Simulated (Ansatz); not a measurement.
Ansatz (a first-principles code) run on LuP (Fm-3m, 2 atoms in the cell): zone-centre phonon calculation.

Method of the run: LDA (PW92), default PAW files made with PBE (plane waves; Ansatz).

```yaml
crystal:
  lattice:
    - [0.00000, 2.74805, 2.74805]
    - [2.74805, 0.00000, 2.74805]
    - [2.74805, 2.74805, 0.00000]
  atoms:
    - { symbol: Lu, position: [0.00000, 0.00000, 0.00000] }
    - { symbol: P, position: [0.50000, 0.50000, 0.50000] }
```

Reference input (self-consistent single point, DFT, LDA (PW92), plane waves, default PAW files made with PBE): basis.ecutwfc = 30.9 Ry; kpoints.mp_grid.grid = 10 10 10; hamiltonian.xc = lda; hamiltonian.pseudopotentials = {kind: paw} (the program's default PAW files); scf.occupations.method = fermi_dirac; scf.occupations.width = 0.0073 Ry. This run's input differs from it in these lines:

Ansatz 0.2 input:
```diff
@@ -11,3 +11,3 @@
 kpoints:
-  mp_grid: { grid: [10, 10, 10] }
+  mp_grid: { grid: [7, 7, 7] }
 hamiltonian:
@@ -17,6 +17,4 @@
   occupations: { method: fermi_dirac, width: 0.0073 Ry }
-output:
-  forces: true
-  eigenvalues: true
-  stress: true
+phonons:
+  method: dfpt
```

Output (repeated stretches shortened):

```
SCF iter   1: F=—  HF=-15222.192669 eV  |F-HF|=—  |Δ(HF+E_count)|=         —  Δρ=4.62e-3  dr2=8.78e-3  ethr=1.77e-3  ⟨swp⟩=5.5  Hψ=4290  notcnv=0
all-band conjugate gradients solve this SCF's bands
preconditioner: auto → Kerker (q_TF=auto, 2.585 Å⁻¹)
SCF iter   2: F=—  HF=-15222.189825 eV  |F-HF|=—  |Δ(HF+E_count)|=   2.84e-3  Δρ=2.86e-3  dr2=2.96e-3  ethr=2.93e-5  ⟨swp⟩=2.2  Hψ=1708  notcnv=0
   [... lines left out ...]
SCF iter   7: F=—  HF=-15222.188827 eV  |F-HF|=—  |Δ(HF+E_count)|=   4.76e-8  Δρ=1.20e-5  dr2=5.08e-8  ethr=5.96e-10  ⟨swp⟩=3.2  Hψ=1720  notcnv=0
SCF iter   8: F=—  HF=-15222.188827 eV  |F-HF|=—  |Δ(HF+E_count)|=   1.23e-8  Δρ=2.86e-6  dr2=2.00e-9  ethr=1.69e-10  ⟨swp⟩=2.0  Hψ=1308  notcnv=0
SCF iter   9: F=—  HF=-15222.188827 eV  |F-HF|=—  |Δ(HF+E_count)|=  4.91e-10  Δρ=4.40e-7  dr2=6.64e-11  ethr=6.67e-12  ⟨swp⟩=2.0  Hψ=1359  notcnv=0
SCF iter  10: F=-15222.188827 eV  HF=-15222.188827 eV  |F-HF|=0.00e0  |Δ(HF+E_count)|=  5.09e-11  Δρ=1.49e-7  dr2=6.72e-12  ethr=1.00e-12  ⟨swp⟩=9.8  Hψ=5771  notcnv=0
SCF 1 converged in 10 iterations: F = -15222.188827 eV  dr2 = 6.72e-12
DFPT response loops at Γ: preconditioner auto → Kerker (q_TF=auto, 2.585 Å⁻¹) (partly filled bands, converged f_vac=0.000) …
Free energy (F): -15222.188827 eV
Internal energy: -15222.179841 eV  (E = F + TS)
E sigma→0 (E₀):  -15222.184334 eV
Entropy (-TS):   -0.008986 eV (-4.493 meV/atom)
Fermi energy:    12.377613 eV
--- Phonons (Γ-DFPT): 2 representative perturbations + reference, on 40 of 343 k-points (Σ response iterations 7) ---
  k mesh reduced under 8 symmetry operations, with k and −k counted as one. Each operation leaves every solved perturbation unchanged …
  ASR residual: 2.319e-4 → 0.000e0 eV/Å²; symmetrization residual: 1.350e-6 eV/Å²
  ASR residual per site (eV/Å²): 2.32e-4 1.10e-5
  Γ frequencies (cm⁻¹): 0.00 0.00 0.00 238.82 238.82 238.82
  non-analytic LO–TO correction: not included (Born effective charges unavailable; polar crystals: no LO–TO splitting at Γ)
```

The run converged in 10 iterations. 

Summary of the result:
| Item | Value |
|---|---|
| Free energy E − TS (on the zero of these files) | -15222.1888 eV |
| Fermi level (on the code's own zero) | 12.38 eV |
| Zone-centre frequencies (cm⁻¹; negative means imaginary) | 0, 0, 0, 239, 239, 239 |

The starting cell comes from a database of computed structures (which also holds hypothetical and non-ambient phases and stackings), without a prior relaxation at this level. Its lattice was rescaled by up to half a per cent.
